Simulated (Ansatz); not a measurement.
Base system: TiC in the rock salt structure (space group Fm-3m, No. 225; relaxed with 0.1 eV smearing).

```
CELL_PARAMETERS angstrom
      0.00000     2.14668     2.14668
      2.14668     0.00000     2.14668
      2.14668     2.14668     0.00000
ATOMIC_POSITIONS crystal
  Ti 0.00000 0.00000 0.00000
  C  0.50000 0.50000 0.50000
```

Cartesian axes are those of the cell as printed.

Level of theory: PBEsol (Ansatz, a quantum-chemistry and plane-wave program; PAW; 420 eV plane waves; no spin-orbit coupling).

For the base:

- Pressure: 0.0 GPa
- Band gap: zero

Now apply this change: tensor shear ε_xy = +1.43 % (engineering shear γ = 0.0286); the atoms relax in the strained cell.

### Question
Estimate the effect on the energy relative to the base.

### Answer
The energy goes up by 4.4 meV/atom.

### Question
What happens to the pressure?

### Answer
The pressure (mean of the normal stresses, compression positive) stays essentially unchanged (0.0 GPa against 0.1 GPa).

### Question
What does the calculation give for the band gap after the change?

### Answer
The band gap is still zero.

Stability against distortions was not tested. The final runs are not spin-polarised.
